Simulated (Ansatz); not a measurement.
AlB2-type MgB2, treated with PBEsol-D3(BJ) in Ansatz (plane waves, PAW).

Settings: plane-wave cutoff 520 eV, 24×24×16 k mesh (along the axes of the cell as run), Fermi–Dirac smearing 0.05 eV, scalar-relativistic PAW data made under PBE.

Shape and atoms are relaxed at each volume.

Pressure at four volumes; x = ln(V/9.212 Å³). One pressure is withheld.

```csv
V (Å³/atom),x,P (GPa)
8.843,-0.0409,6.76
9.212,0.0000,0.00
9.396,0.0198,-2.94
9.580,0.0392,?
```

### Question
Pass a parabola P(x) through the three rows shown, estimate the bulk modulus and its pressure derivative near zero pressure, and predict the withheld pressure.

### Answer
Slopes between the rows: (0.00 − (6.76))/(0.0000 − (-0.0409)) = -165.28 and (-2.94 − (0.00))/(0.0198 − (0.0000)) = -148.48 GPa. Their difference over the span 0.0607 is c = 16.80/0.0607 = 276.8 GPa, so P(x) = 6.76 + (-165.28)(x − (-0.0409)) + 276.8 (x − (-0.0409))(x − (0.0000)). At the middle row B = −dP/dx = −[-165.28 + 276.8 × 0.0409] = 154.0 GPa, and B′ = dB/dP = 2c/B = 3.6. At x = 0.0392 the parabola gives -5.61 GPa; the run gives -5.62 GPa. The Birch–Murnaghan fit to the energies at all volumes has B0 = 154 GPa and B′ = 3.6.

Measured, for comparison: bulk modulus 151 ± 5 GPa (room temperature, no zero-point or thermal correction, B' fixed at 4, our sources range from 147 to 151; as tabulated in Vogt et al. (2001), arXiv:cond-mat/0102480). Computed (rounded) less measured: bulk modulus +2 % (+2 % to +5 % over the range). A static lattice is as a rule a little smaller and stiffer than an uncorrected measurement, which narrows the difference in the bulk modulus and would widen misses of the other sign.

Note: the bulk modulus comes from volumes at which shape and atoms were relaxed.

Ansatz is a program for electronic structure.
